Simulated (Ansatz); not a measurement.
We consider MoGe₂ (model structure, started from the C54 type, Fddd, No. 70, 6 atoms in the cell), described by LDA (plane waves, PAW; Ansatz, an electronic-structure program).

Numerical settings: plane-wave cutoff 520 eV, 14×14×14 k mesh, Fermi–Dirac smearing 0.05 eV, no spin polarisation, scalar-relativistic PAW data made under PBE.

Cell (relaxed at this level):

Space group Fddd, origin choice 1 (No. 70); a = 4.747 Å, b = 8.340 Å, c = 8.850 Å, α = 90.00°, β = 90.00°, γ = 90.00°

```
atom  site  symmetry       x       y       z
----  ----  --------  ------  ------  ------
Ge     16f       .2.  0.0000  0.3351  0.0000
Mo      8a       222  0.0000  0.0000  0.0000
```
(The calculation used a cell of 6 atoms; values per cell refer to that cell.)

Problem. Give the computed bulk modulus B0.

Solution. 
* **bulk modulus B0**: 167 GPa

Note: the run has no spin polarisation, so it can have missed a magnetic state; the bulk modulus is −V dP/dV from two relaxed cells at ±2 % in volume; the relaxation could raise the start's symmetry but not lower it, so the cell can be a saddle point.

Computing time: very roughly 26 core-minutes.

A model structure was made by putting elements into a prototype or built by hand; it is no filed structure, need not be a known phase, and can be a saddle point held by its symmetry.
